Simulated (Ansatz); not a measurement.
# ZnS: element substitutions

Base system: ZnS in the zinc blende structure (space group F-43m, No. 216).

```cif
data_SZn
_chemical_formula_sum 'S1 Zn1'
_space_group_name_H-M_alt 'P 1'
_space_group_IT_number 1
_cell_length_a 3.78773
_cell_length_b 3.78773
_cell_length_c 3.78773
_cell_angle_alpha 60.000
_cell_angle_beta 60.000
_cell_angle_gamma 60.000
loop_
_space_group_symop_operation_xyz
  'x, y, z'
loop_
_atom_site_label
_atom_site_type_symbol
_atom_site_fract_x
_atom_site_fract_y
_atom_site_fract_z
_atom_site_occupancy
S1 S 0.75000 0.75000 0.75000 1
Zn1 Zn 0.00000 0.00000 0.00000 1
```

Each row replaces one element on all its sites; cell and atoms are relaxed.

Computed with PBEsol (Ansatz, a quantum-chemistry and plane-wave program, PAW, without spin-orbit coupling).

```tsv
change	density	shortest interatomic distance
base	4.21 g/cm³	2.320 Å
S → Pt	10.05 g/cm³	2.409 Å
S → Pb	7.53 g/cm³	2.692 Å
S → Mo	6.44 g/cm³	2.382 Å
```

Whether these cells are dynamically stable was not tested. As relaxed here, ZnPt, ZnPb and ZnMo are hypothetical phases, not in the database extracts checked. All final runs are without spin polarisation. ZnMo has a high density of states at the Fermi level and may be magnetic at this level.
